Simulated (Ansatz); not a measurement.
# Hypothetical diamond Na, pressure series

Start from Na in the diamond structure (space group Fd-3m, No. 227; a = 7.489 Å; a hypothetical phase, not in the database extracts checked).

Cell and atoms are relaxed at each pressure.

Method: PBEsol (Ansatz, an electronic-structure program, PAW, spin-orbit coupling left out).

Notes on the quantities. enthalpy: H = E + PV relative to the base's energy.

```
case              shortest interatomic distance     density       enthalpy
----------------  -----------------------------  ----------  -------------
base                                    3.243 Å  0.73 g/cm³              –
pressure 0.3 GPa                        3.153 Å  0.79 g/cm³  +0.09 eV/atom
pressure 0.7 GPa                        3.064 Å  0.86 g/cm³  +0.21 eV/atom
pressure 1.5 GPa                        2.941 Å  0.98 g/cm³  +0.42 eV/atom
pressure 3 GPa                          2.793 Å  1.14 g/cm³  +0.75 eV/atom
pressure 5 GPa                          2.669 Å  1.30 g/cm³  +1.14 eV/atom
pressure 7.5 GPa                        2.563 Å  1.47 g/cm³  +1.57 eV/atom
pressure 10 GPa                         2.485 Å  1.62 g/cm³  +1.96 eV/atom
```

Load acts through the strain it causes; cell and atoms are relaxed under it. No phonon test of stability was made. Competing high-pressure phases were not computed.
